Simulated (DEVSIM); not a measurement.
Structure: abrupt Si p-n junction, at 350 K.

| layer (left to right) | material | thickness (μm) | Nd (cm⁻³) | Na (cm⁻³) | τn (s) | τp (s) |
|---|---|---|---|---|---|---|
| 1 | Si | 88.0 | - | 4.5e16 | 8.3e-5 | 8.3e-5 |
| 2 | Si | 120 | 2.5e15 | - | 8.3e-5 | 8.3e-5 |

Left contact: ohmic. Right contact: ohmic. Voltage is applied to the left contact. Recombination: SRH at mid-gap, radiative, Auger. Mobility is μmin + (μ − μmin)/(1 + (N/Nref)^α).

The device is made up for the run: typed textbook-type constants, with dimensions and the other settings drawn at random. Values at 300 K; Nc and Nv go as T^1.5, mobilities as T to minus their exponent, the gap by Varshni's rule with the affinity fixed.

| parameter | Si |
|---|---|
| gap (eV) | 1.124 |
| affinity (eV) | 4.05 |
| permittivity | 11.7 |
| Nc (cm⁻³) | 2.86e19 |
| Nv (cm⁻³) | 3.1e19 |
| μn (cm²/Vs) | 1417 |
| μp (cm²/Vs) | 470 |
| μn,min | 52 |
| μp,min | 45 |
| Nref,n | 9.7e16 |
| Nref,p | 2.2e17 |
| αn | 0.68 |
| αp | 0.72 |
| T exponent of μn | 2.3 |
| T exponent of μp | 2.2 |
| B (cm³/s) | 4.7e-15 |
| Cn (cm⁶/s) | 2.8e-31 |
| Cp (cm⁶/s) | 9.9e-32 |
| Varshni α (eV/K) | 0.000473 |
| Varshni β (K) | 636 |

DEVSIM, 1D drift-diffusion, Boltzmann statistics, complete ionisation; no tunnelling, impact ionisation, image-force lowering or self-heating.

Tabulate band edges, carrier densities and field at 0.9 V on the left contact.

Energies count from the Fermi level of the right contact; mesh points crowd at the junctions.

| x (μm) | Ec (eV) | Ev (eV) | n (cm⁻³) | p (cm⁻³) | field (V/cm) |
|---|---|---|---|---|---|
| 0.000 | 0.007 | -1.104 | 3200000 | 4.5e16 | 17 |
| 0.06828 | 0.007 | -1.104 | 6.2e13 | 4.5e16 | 17 |
| 0.3307 | 0.007 | -1.103 | 3.0e14 | 4.5e16 | 17 |
| 1.285 | 0.009 | -1.102 | 1.1e15 | 4.6e16 | 16 |
| 7.856 | 0.018 | -1.092 | 5.9e15 | 5.1e16 | 13 |
| 30.26 | 0.043 | -1.067 | 1.7e16 | 6.2e16 | ≈ 0 |
| 70.80 | 0.077 | -1.033 | 2.8e16 | 7.3e16 | ≈ 0 |
| 85.04 | 0.088 | -1.023 | 3.1e16 | 7.6e16 | ≈ 0 |
| 87.25 | 0.089 | -1.021 | 3.1e16 | 7.6e16 | ≈ 0 |
| 87.82 | 0.090 | -1.021 | 3.1e16 | 7.6e16 | ≈ 0 |
| 87.97 | 0.089 | -1.022 | 3.2e16 | 7.4e16 | -630 |
| 88.04 | 0.076 | -1.034 | 4.9e16 | 4.8e16 | -360 |
| 88.21 | 0.076 | -1.035 | 5.0e16 | 4.8e16 | ≈ 0 |
| 88.88 | 0.076 | -1.034 | 5.0e16 | 4.7e16 | ≈ 0 |
| 93.44 | 0.079 | -1.032 | 4.8e16 | 4.6e16 | ≈ 0 |
| 108.1 | 0.089 | -1.022 | 4.3e16 | 4.0e16 | ≈ 0 |
| 161.0 | 0.138 | -0.973 | 2.4e16 | 2.1e16 | 13 |
| 195.8 | 0.207 | -0.903 | 9.8e15 | 7.3e15 | 34 |
| 206.0 | 0.261 | -0.850 | 4.3e15 | 1.8e15 | 96 |
| 207.5 | 0.279 | -0.831 | 3.1e15 | 5.6e14 | 160 |
| 207.9 | 0.286 | -0.824 | 2.6e15 | 1.5e14 | 210 |
| 208.0 | 0.289 | -0.822 | 2.5e15 | 5.7e7 | 220 |
